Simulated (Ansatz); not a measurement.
## A computed series for HfO2: pressure series

Start from HfO₂ (space group P2_1/c, No. 14; a = 5.0958 Å, b = 5.1768 Å, c = 5.2711 Å, α = 90.00°, β = 99.62°, γ = 90.00°).

Cell and atoms are relaxed at each pressure.

Level of theory: PBEsol (Ansatz, a quantum-chemistry and plane-wave program; PAW; 420 eV plane waves; without spin-orbit coupling).

Notes on the quantities. enthalpy: H = E + PV relative to the base's energy.

```
variant            width of the top valence band       enthalpy  volume per atom  band gap
-----------------  -----------------------------  -------------  ---------------  --------
base                                     0.73 eV              –         11.42 Å³   3.97 eV
pressure 4.5 GPa                         0.66 eV  +0.32 eV/atom         11.13 Å³   4.10 eV
pressure 9 GPa                           0.55 eV  +0.63 eV/atom         10.83 Å³   4.36 eV
pressure 15 GPa                          0.52 eV  +1.02 eV/atom         10.46 Å³   4.58 eV
pressure 22.5 GPa                        0.71 eV  +1.50 eV/atom         10.05 Å³   4.66 eV
pressure 30 GPa                          1.53 eV  +1.96 eV/atom          9.55 Å³   3.60 eV
```

With Hf present, leaving out spin-orbit coupling can change the band edges. Load acts through the strain it causes; cell and atoms are relaxed under it. Whether these cells are dynamically stable was not tested. Competing high-pressure phases were not computed. Along this pressure series the structure jumps between pressure 22.5 GPa and pressure 30 GPa; cells beyond that are another form of it.
